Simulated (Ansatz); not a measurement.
Structures of equal composition on the (110) surface of bcc Mo: a layer of Zn in place of the second plane; a layer of Zn in place of the third plane. The slabs share one bottom face, and each structure is named by its start. These are constructed structures in small cells; real faces may alloy, dewet or reconstruct in larger ones, and not all known structures of the face are among them. Slabs of about 11 Å, Fermi-Dirac smearing of 0.1 eV. Bottom of the slabs: a bare face, its two planes held. Relaxed from the named starts with such symmetry as they have, on meshes of like density; energies extrapolated to zero smearing; spin only where a row says so; no spin-orbit coupling, no U. Brackets mark spin-polarised runs, whose order is one that fits the cell.

The numbers are results of PBE (plane waves to 420 eV, PAW; Ansatz, a first-principles code), not measurements.

Order them by energy per 1x1 cell (lowest first) at the level PBE.

a layer of Zn in place of the third plane (0.000 eV), a layer of Zn in place of the second plane (0.248 eV)
